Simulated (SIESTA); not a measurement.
Input and output of a relaxation of cell and atoms for Cd2SeS (P3m1, 4 atoms in the cell) (SIESTA).

Level of theory: GGA PBEsol, numerical atomic orbitals DZP, PseudoDojo PBEsol standard norm-conserving potentials (rewritten from UPF to PSML) (SIESTA 5.4.2).

```xyz
4
Lattice="4.2972 0.0000 0.0000 -2.1486 3.7215 0.0000 0.0000 0.0000 7.0072" Properties=species:S:1:pos:R:3 pbc="T T T"
Cd     0.0000     0.0000     3.4351
Cd     0.0000     2.4810     0.0675
Se     0.0000     2.4810     4.3847
S      0.0000     0.0000     0.8575
```

Reference input (self-consistent single point, DFT, GGA PBEsol, numerical atomic orbitals DZP, PseudoDojo PBEsol standard norm-conserving potentials (rewritten from UPF to PSML)): XC.functional = GGA; XC.authors = PBEsol; potentials = PseudoDojo PBEsol standard; PAO.BasisSize = DZP; PAO.EnergyShift = 0.01 Ry; MeshCutoff = 300 Ry; kgrid.MonkhorstPack = 6 6 3; OccupationFunction = FD; ElectronicTemperature = 10 meV; MaxSCFIterations = 150; SCF.Mixer.Method = Broyden; SCF.Mixer.Weight = 0.2. This run's input differs from it in these lines:

```diff
@@ -44,2 +44,7 @@
 Diag.ParallelOverK           true
+MD.TypeOfRun                 CG
+MD.Steps                     40
+MD.MaxForceTol               0.02 eV/Ang
+MD.VariableCell              true
+MD.MaxStressTol              0.05 GPa
 WriteForces                  true
```

Output (repeated stretches shortened):

```
        iscf     Eharris(eV)        E_KS(eV)     FreeEng(eV)     dDmax    Ef(eV) dHmax(eV)
   scf:    1   -13112.505875   -13122.201122   -13122.201122  1.412431 -3.435467 12.563933
   scf:    2   -13130.057930   -13126.585837   -13126.585837  0.217464 -3.823457  6.337242
   scf:    3   -13128.525476   -13127.912596   -13127.912596  0.210193 -3.537366  0.703146
   scf:    4   -13127.906570   -13127.918855   -13127.918855  0.041629 -3.819102  0.532411
   scf:    5   -13127.918553   -13127.926066   -13127.926066  0.033270 -3.659444  0.381135
   scf:    6   -13127.930819   -13127.929731   -13127.929731  0.014667 -3.773304  0.052972
   scf:    7   -13127.930001   -13127.929880   -13127.929880  0.002082 -3.773696  0.025861
   scf:    8   -13127.929917   -13127.929905   -13127.929905  0.001269 -3.769227  0.001330
   scf:    9   -13127.929905   -13127.929905   -13127.929905  0.000068 -3.769012  0.002712
   scf:   10   -13127.929905   -13127.929905   -13127.929905  0.000081 -3.769435  0.000943
SCF Convergence by DM+H criterion
max |DM_out - DM_in|         :     0.0000805832
max |H_out - H_in|      (eV) :     0.0009425033
SCF cycle converged after 10 iterations

Using DM_out to compute the final energy and forces

siesta: E_KS(eV) =           -13127.9299

siesta: E_KS - E_eggbox =    -13127.9299

siesta: Atomic forces (eV/Ang):
     1   -0.000011    0.000007   -0.137481
     2    0.000048   -0.000027    0.114463
     3   -0.000034    0.000018    0.073172
     4   -0.000035    0.000021   -0.047151
   Tot   -0.000032    0.000018    0.003002
   Max    0.137481
   Res    0.057431    sqrt( Sum f_i^2 / 3N )
   Max    0.137481    constrained

Stress tensor Voigt[x,y,z,yz,xz,xy] (kbar):       49.80       50.19       51.62       -0.00        0.00        0.34
(Free)E + p*V (eV/cell)   -13131.4645
   [... lines left out ...]
siesta: Pressure (static):        -50.53560882  kBar
siesta: Pressure (total):        -50.53560882  kBar
No target stress found, assuming hydrostatic MD.TargetPressure.
Target stress (kBar)
outcell: Cell volume (Ang**3)        :    102.3662
        iscf     Eharris(eV)        E_KS(eV)     FreeEng(eV)     dDmax    Ef(eV) dHmax(eV)
siesta: Pressure (static):          0.33744467  kBar
siesta: Pressure (total):          0.33744467  kBar
outcell: Cell volume (Ang**3)        :    102.3662
siesta: FreeEng =    -13128.102919
   [... lines left out ...]
siesta:    -0.000210   -0.000014    0.000025
siesta:    -0.000014   -0.000226   -0.000014
siesta:     0.000025   -0.000014   -0.000197

siesta: Cell volume =        102.366180 Ang**3

siesta: Pressure (static):
siesta:                Solid            Molecule  Units
siesta:           0.00000229          0.00000156  Ry/Bohr**3
siesta:           0.00021062          0.00014279  eV/Ang**3
siesta:           0.33744467          0.22877200  kBar
```

The run converged. 

Summary of the result:
```
Property                                                                                               Result
------------------------------------------------  -----------------------------------------------------------
Free energy E − TS                                                                             -13128.1029 eV
Top of the valence band (on the code's own zero)                                                     -4.03 eV
Gap on the k-point mesh                                                                               0.97 eV
Pressure                                                                                             0.03 GPa
Largest force (vector length)                                                                      0.006 eV/Å
Final cell                                        a = b = 4.1677 Å, c = 6.8106 Å, α = β = 90.00°, γ = 120.08°
Final volume per atom                                                                                25.59 Å³
Relaxation steps                                                                                           16
```

The starting cell comes from a database of computed structures (which also holds hypothetical and non-ambient phases and stackings), without a prior relaxation at this level. Its lattice was rescaled by a random factor within 2.5 % of one. Values carry the incompleteness of an atom-centred basis.

Cost on one core of a shared machine: roughly 2 min.
